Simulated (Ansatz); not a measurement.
The parent structure is InAs in the zinc blende structure (space group F-43m, No. 216).

```yaml
crystal:
  lattice:
    - [0.00000, 3.04368, 3.04368]
    - [3.04368, 0.00000, 3.04368]
    - [3.04368, 3.04368, 0.00000]
  atoms:
    - { symbol: As, position: [0.75000, 0.75000, 0.75000] }
    - { symbol: In, position: [0.00000, 0.00000, 0.00000] }
```

Method: DFT with PBEsol, PAW potentials and a 420 eV plane-wave cutoff in Ansatz (a quantum-chemistry and plane-wave program), no SOC, earlier PAW set.

For the base:

```
Quantity            Value
---------------  --------
Volume per atom  28.20 Å³
```

Perturbation: every As is replaced by Rh; the structure is relaxed again.

Estimate the effect on the volume per atom.

The volume per atom decreases by 2.72 Å³ to 25.48 Å³.

No phonon test of stability was made. As relaxed here, InRh is a hypothetical phase, not in the database extracts checked. All final runs are without spin polarisation.
